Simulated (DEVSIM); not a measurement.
Device: Ti/SiO2/p-Ge capacitor, at 300 K.

```
layer (left to right)  material  thickness (nm)  Na (cm⁻³)
---------------------  --------  --------------  ---------
1                          SiO2            51.0          -
2                            Ge            1200     2.6e17
```

Metal gate on the left, work function 4.33 eV. Fixed charge at the semiconductor interface 1.1e11 cm⁻² (in units of +e); interface traps 5.8e11 cm⁻² eV⁻¹, uniform in energy, neutral level at 0.3 of the gap above the valence band.

The device is made up for the run: typed textbook-type constants, with dimensions and the other settings drawn at random. Values at 300 K.

```
parameter      SiO2       Ge
-------------  ----  -------
gap (eV)          9    0.664
affinity (eV)   0.9        4
permittivity    3.9       16
Nc (cm⁻³)         -  1.04e19
Nv (cm⁻³)         -     6e18
```

Simulated with DEVSIM: 1D Poisson equation in equilibrium, Boltzmann statistics, complete ionisation; no quantum confinement or tunnelling. Metal contacts follow the ideal Schottky-Mott rule: no Fermi-level pinning, no interface dipoles.

Base results: capacitance of the dielectric stack (μF/cm²) 0.0677; minimum of the low-frequency capacitance (μF/cm²) 0.0576; flat-band voltage (V) -0.68.

### Question
What follows from this one change: interface trap density 5.8e+11 → 3e+11 cm^-2 eV^-1?

### Answer
capacitance of the dielectric stack little changed (0.0677 μF/cm²); minimum of the low-frequency capacitance little changed (0.0566 μF/cm²); flat-band voltage -0.68 → -0.60 V.

### Question
What follows from this one change: substrate doping 2.6e+17 → 5.2e+16 cm^-3?

### Answer
capacitance of the dielectric stack little changed (0.0677 μF/cm²); minimum of the low-frequency capacitance 0.0576 → 0.0529 μF/cm²; flat-band voltage -0.68 → -0.58 V.
